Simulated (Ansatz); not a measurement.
# OH on the 1x1 (10-10) surface of wurtzite AlN (cut with top plane Al + N), one in a 2x1 cell, started at the site 'hollow Al'

Host crystal: wurtzite AlN, with a band gap (PBE, scalar-relativistic without spin-orbit coupling).

Calculation: r2SCAN, at the PBE geometry and the start's symmetry (plane waves to 500 eV, PAW; Ansatz, a first-principles code).

Set-up: 34 atoms, 8.9 Å thick at the start under the adsorbate (thin: gaps and levels are the slab's own); mesh 3x4x1; 0.01 eV smearing; dipole correction on; single point; no symmetry held, on the structure that PBE left; spin-polarised, ending with about 1.0 μB a cell; orders that need a larger cell were not tried, no spin-orbit, no U, no dispersion correction. The program's check for a lower electronic state was not made. At the end it is bonded to Al. In PBE it is, or lies within 0.03 eV of, the lowest of the starts that converged; the order may differ at this level.

* **adsorption energy against H2O(g) − ½ H2(g) at the same level**: -0.58 eV
* **change of the step from the bottom to the top vacuum level, against the clean slab**: 0.27 eV
* **height of the binding atom over the mean of the host atoms within 0.3 Å of the top one**: 1.771 Å
* **magnetic moment of the cell**: 1.00 μB
* **nearest host atoms of the binding atom**: Al at 1.73 Å, N at 2.95 Å, N at 3.06 Å
* **note**: in the relaxation the adsorbate left its starting site by 1.5 Å
* **cost**: roughly 5 core-minutes

A negative adsorption energy means that the adsorbate is more stable on the surface than in its reference.
